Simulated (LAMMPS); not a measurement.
MD of Ni (fcc) at zero pressure, 864 atoms, as a liquid; each row is its own run.

Computed with classical MD, pair style meam, file MoCoNiVFeAlCr_2nn.meam; code LAMMPS.

```csv
T (K),D(Ni) (cm²/s)
1560,1.77e-5
1730,2.68e-5
1900,3.77e-5
2420,7.13e-5
```

### Question
Fit an Arrhenius law, ln y = a + b / x, to these rows (x is the first column, y the second) and predict the run at x = 2160.

### Answer
Least squares gives a = -7.0081 and b = -6102. The slope times kB gives an activation energy of 0.53 eV. At x = 2160 the fit predicts 5.37e-5 cm²/s. The run itself gave (5.6 ± 0.3) × 10^-5 cm²/s, so the fit is 4.8 % low, within the run's error.

Caution (rows 1560; 1730; 1900): this liquid lies under the melting point of about 2030 K that MEAM MoCoNiVFeAlCr_2nn.meam gives, so it is undercooled.

Errors of D are the spread over four groups of atoms in one short run; a floor of about 5 %, a picked value, is safer.
